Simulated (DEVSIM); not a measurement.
Structure: abrupt Si n-p junction, at 300 K.

```
layer (left to right)  material  thickness (μm)  Nd (cm⁻³)  Na (cm⁻³)   τn (s)   τp (s)
---------------------  --------  --------------  ---------  ---------  -------  -------
1                            Si           0.960     1.1e15          -  0.00029  0.00029
2                            Si            1.80          -     2.2e16  0.00029  0.00029
```

Left contact: ohmic. Right contact: ohmic. Voltage is applied to the left contact. Recombination: SRH at mid-gap. Mobility is μmin + (μ − μmin)/(1 + (N/Nref)^α).

This is a model device: material constants are rounded textbook-type values typed into the input, and sizes, dopings and lifetimes were drawn at random. Values at 300 K.

```csv
parameter,Si
gap (eV),1.124
affinity (eV),4.05
permittivity,11.7
Nc (cm⁻³),2.86e19
Nv (cm⁻³),3.1e19
μn (cm²/Vs),1417
μp (cm²/Vs),470
"μn,min",52
"μp,min",45
"Nref,n",9.7e16
"Nref,p",2.2e17
αn,0.68
αp,0.72
```

DEVSIM, 1D drift-diffusion, Boltzmann statistics, complete ionisation; no tunnelling, impact ionisation, image-force lowering or self-heating.

### Question
Give the dark forward current.

### Answer

(V (V), J (A/cm²)): (-0.05, -6.1e-8); (-0.10, -4.2e-7); (-0.15, -2.6e-6); (-0.20, -1.6e-5); (-0.25, -9.9e-5); (-0.30, -0.00061); (-0.35, -0.0037); (-0.40, -0.023); (-0.45, -0.14); (-0.50, -0.83); (-0.55, -4.6); (-0.60, -21); (-0.65, -74); (-0.70, -200); (-0.75, -420); (-0.80, -780); (-0.85, -1200); (-0.90, -1800); (-0.95, -2400)
